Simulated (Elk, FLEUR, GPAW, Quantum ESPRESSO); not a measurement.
# One structure in several programs: SmB2 (P6/mmm, 3 atoms in the cell)

Self-consistent single point.

```
CELL_PARAMETERS angstrom
      3.33414     0.00000     0.00000
     -1.66707     2.88745     0.00000
      0.00000     0.00000     4.03079
ATOMIC_POSITIONS crystal
  Sm 0.00000 0.00000 0.00000
  B  0.33333 0.66667 0.50000
  B  0.66667 0.33333 0.50000
```
Moments meant for the start (each program seeds them in its own way; μB, in the order of the atoms Sm B B): 5.0 0.0 0.0.

All programs got the same cell, k-point mesh and kind of occupations, and the same starting moments (in FLEUR's words: jspins = 2; fermiSmearingEnergy = 0.00367493 Htr; mesh (inpgen div1-3) = 11 11 8); potentials, basis and cutoffs are each program's usual ones.

```tsv
code	model	size of the net moment (μB/atom)	cutoff
FLEUR	LDA (Perdew-Zunger), all-electron FLAPW (FLEUR), scalar-relativistic valence	1.89	Kmax 3.8 1/bohr
Quantum ESPRESSO	LDA (PZ), SSSP 1.1.2 efficiency (PBE) pseudopotentials	1.86	50 Ry
GPAW	LDA (Perdew-Wang 92), GPAW PAW datasets LDA (gpaw-data 1.0.1)	1.90	950 eV
Elk	LDA (PW92), all-electron FP-LAPW, Elk's shipped species files, default APW+lo basis	1.91	rgkmax 7
```

The spread over the programs that give each value: size of the net moment within 0.05 μB/atom.

The starting cell comes from a database of computed structures (which also holds hypothetical and non-ambient phases and stackings), without a prior relaxation at this level. On FLEUR's run: Spin-orbit coupling is off. With one magnetic atom in the cell only a parallel order is possible. With U or open f shells several self-consistent states can exist. The f electrons are in the valence without U or exact exchange, which can misplace them near the Fermi level. Spin-orbit terms, which matter for f shells, are left out. Values depend on the basis (sphere radii, cutoffs, local orbitals), which need not be converged.

Why do the programs differ, and what cannot be compared?

Differences of this kind can come from the potentials, where these differ, and from what each basis and cutoff leave unconverged. The zero of total energies and Fermi levels follows the potentials and each program's conventions, so they are not compared here. FLEUR and Elk treat all electrons, but the usual bases taken here (sphere radii, linearisation, local orbitals, empty states) were not tested for convergence, so the values are no reference for the others. The same LDA comes in different parametrisations, which differ slightly. Site moments depend on each program's spheres or projections; the total moment of the cell does not.

Left out of this page: Ansatz (with a known weakness of the program).
